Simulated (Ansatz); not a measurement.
TaTlO3 (Pm-3m, No. 221, 5 atoms in the cell; start mp-861873) was calculated with LDA (plane waves, PAW; Ansatz, an electronic-structure program).

Settings: plane-wave cutoff 520 eV, 8×8×8 k mesh, Fermi–Dirac smearing 0.01 eV, scalar-relativistic PAW data made under PBE.

Cell (relaxed with PBEsol):

```cif
data_O3TaTl
_chemical_formula_sum 'Ta1 Tl1 O3'
_space_group_name_H-M_alt 'Pm-3m'
_space_group_IT_number 221
_space_group_name_Hall '-P 4 2 3'
_cell_length_a 4.03359
_cell_length_b 4.03359
_cell_length_c 4.03359
_cell_angle_alpha 90.000
_cell_angle_beta 90.000
_cell_angle_gamma 90.000
loop_
_atom_site_label
_atom_site_type_symbol
_atom_site_symmetry_multiplicity
_atom_site_Wyckoff_symbol
_atom_site_fract_x
_atom_site_fract_y
_atom_site_fract_z
_atom_site_occupancy
Ta1 Ta 1 b 0.50000 0.50000 0.50000 1
Tl1 Tl 1 a 0.00000 0.00000 0.00000 1
O1 O 3 c 0.00000 0.50000 0.50000 1
```

Problem. What does this level give for the band gap and Γ–Γ gap?

Solution. 
* **band gap**: 0.60 eV
* **Γ–Γ gap**: 3.01 eV

Note: cell and atoms aren't relaxed at this level (pressure -5.0 GPa).

Spin–orbit coupling is not included; with these elements it can move the gap by several tenths of an eV or more.

Computed values are for the static lattice.

A start named mp-… is a Materials Project structure, which need not be a measured phase.
